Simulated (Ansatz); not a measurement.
# antifluorite Mg2Si (0 0 1) on zinc-blende CdTe (0 0 1) (film strained to the substrate, started from cuts of the bulks and a machine-learned relaxation; metallic at this level, with no gap by band count; slabs Cd4Te4 and Mg8Si4, which can lie off the formulas)

A periodic stack without vacuum, antifluorite Mg2Si (0 0 1) on zinc-blende CdTe (0 0 1) (film strained to the substrate, started from cuts of the bulks and a machine-learned relaxation; metallic at this level, with no gap by band count; slabs Cd4Te4 and Mg8Si4, which can lie off the formulas): substrate slab Cd4Te4, film Mg8Si4, surface cells [[1, 0], [1, 1]] and [[1, 0], [1, 1]], film strained by +4.0 and +4.0 %, outermost planes Te/Cd and Mg/Si as cut, which need not be the usual terminations and can put a slab off its formula.

The start was prepared with a machine-learned potential, and the result is one local minimum, with the in-plane cell held and forces under 0.04 eV/Å; the film can end far from its bulk form.

These are PBE (plane waves to 420 eV, PAW; Ansatz, a quantum-chemistry and plane-wave program) values and carry that method's errors. Scalar-relativistic, without spin–orbit coupling; the runs are not spin-polarised. Its k-point mesh 5×5×1, Fermi–Dirac width 0.05 eV.

* **interface area**: 21.9 Å²
* **period**: 25.81 Å
* **heights between the nearest atoms of the two slabs at the two interfaces**: 1.88 and 2.46 Å
* **Cd–Mg contacts across the interfaces within 1.22 times the sum of covalent radii**: 4, mean 3.02 Å
* **Si–Te contacts across the interfaces within 1.22 times the sum of covalent radii**: 1, mean 2.53 Å
* **Mg–Te contacts across the interfaces within 1.22 times the sum of covalent radii**: 1, mean 3.11 Å
* **two interfaces**: unlike, so that offsets are their mean

```xyz
20
Lattice="4.6724 0.0002 -0.2954 0.0088 4.6808 0.1142 -3.1784 2.9006 26.1461" Properties=species:S:1:pos:R:3 pbc="T T T"
Cd    -0.8060     4.7515     6.2278
Cd     1.0254     2.4936     2.6833
Cd     1.8876     3.8082    12.0230
Cd     1.6934     2.3097     9.3511
Te    -1.0867     2.4494     4.5768
Te     1.8642     4.8681     1.3143
Te    -0.5164     1.8762    11.3678
Te     1.6210     4.6997     7.7848
Mg    -0.1251     3.3718    17.1918
Mg     2.2169     5.6962    17.1088
Mg     2.0184     5.8694    13.9846
Mg    -0.3202     3.4644    14.0388
Mg     0.2004     3.1892    23.5225
Mg    -2.0841     5.5295    23.7245
Mg    -2.2606     5.6139    20.5265
Mg     0.0741     3.2702    20.3188
Si     2.3064     3.3148    18.5509
Si    -0.2231     5.7612    15.6263
Si    -2.0607     3.1580    24.9285
Si     0.1671     5.5733    21.8938
```
